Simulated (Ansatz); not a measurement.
Base system: ScAs in the rock salt structure (space group Fm-3m, No. 225; a = 5.410 Å; relaxed with 0.1 eV smearing). Axes: x, y, z lie along the cube axes.

Computed with plane-wave PAW DFT at the PBEsol level (Ansatz, a quantum-chemistry and plane-wave program, 420 eV), no spin-orbit coupling.

Modification: compressive biaxial strain of 1.00 % in the plane normal to [110], as in epitaxy on a mismatched substrate; the out-of-plane cell vector and the atoms relax.

Question: What does the calculation give for the energy relative to the base after the change?

Answer: The energy rises by 2.3 meV/atom.

Question: How does this affect the in-plane stress?

Answer: The mean in-plane stress (compression positive) is +1.9 GPa.

Question: How does this affect the ratio −ε⊥/ε∥?

Answer: The ratio −ε⊥/ε∥ is 0.69.

Stability against distortions was not tested. The final runs are not spin-polarised.
